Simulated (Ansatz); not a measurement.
Base system: Mo in the bcc (W type) structure (space group Im-3m, No. 229).

```xyz
1
Lattice="-1.5648 1.5648 1.5648 1.5648 -1.5648 1.5648 1.5648 1.5648 -1.5648" Properties=species:S:1:pos:R:3 pbc="T T T"
Mo     0.0000     0.0000     0.0000
```

Level of theory: Ansatz (a program for electronic structure) PBEsol, no SOC.

Base values:

The volume per atom is 15.33 Å³.

It is then changed as follows: every Mo is replaced by Pb; the structure is relaxed again.

Tabulated Pauling electronegativity and covalent radius: Mo 2.16, 1.54 Å; Pb 2.33, 1.46 Å.

Problem. What happens to the volume per atom?

Solution. The volume per atom grows by 14.685 Å³ (15.33 Å³ → 30.01 Å³).

No phonon test of stability was made. For Pb in this form, whether it has been made was not checked. All final runs are without spin polarisation. This is not the structure that Pb has at room temperature and ambient pressure.
